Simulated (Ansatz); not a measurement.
**Response to strain in Zr**

The reference is Zr in the hcp (Mg type) structure (space group P6_3/mmc, No. 194; a = 3.2443 Å, c = 5.1580 Å; relaxed with 0.1 eV smearing).

Strains are applied to the cell and any free atomic positions relax.

Level of theory: DFT with r2SCAN, PAW potentials and a 500 eV plane-wave cutoff in Ansatz (a quantum-chemistry and plane-wave program), no spin-orbit coupling.

Notes on the quantities. pressure: mean of the normal stresses, compression positive; energy relative to the base: free energy F.

| change | pressure | shortest interatomic distance | energy relative to the base |
|---|---|---|---|
| base | 0.0 GPa | 3.187 Å | 0 meV/atom |
| isotropic strain +0.50 % | ? | 3.203 Å | ? |
| isotropic strain +1.00 % | -2.7 GPa | 3.219 Å | +6.1 meV/atom |
| isotropic strain +1.50 % | -3.9 GPa | 3.235 Å | +14 meV/atom |
| isotropic strain +2.00 % | -5.1 GPa | 3.251 Å | +24 meV/atom |
| isotropic strain +2.50 % | -6.2 GPa | 3.267 Å | +37 meV/atom |
| isotropic strain +3.00 % | -7.3 GPa | 3.283 Å | +53 meV/atom |

What belongs in the blanks?


- isotropic strain +0.50 %, pressure: -1.4 GPa
- isotropic strain +0.50 %, energy relative to the base: +1.5 meV/atom

Stability against distortions was not tested. All final runs are without spin polarisation.
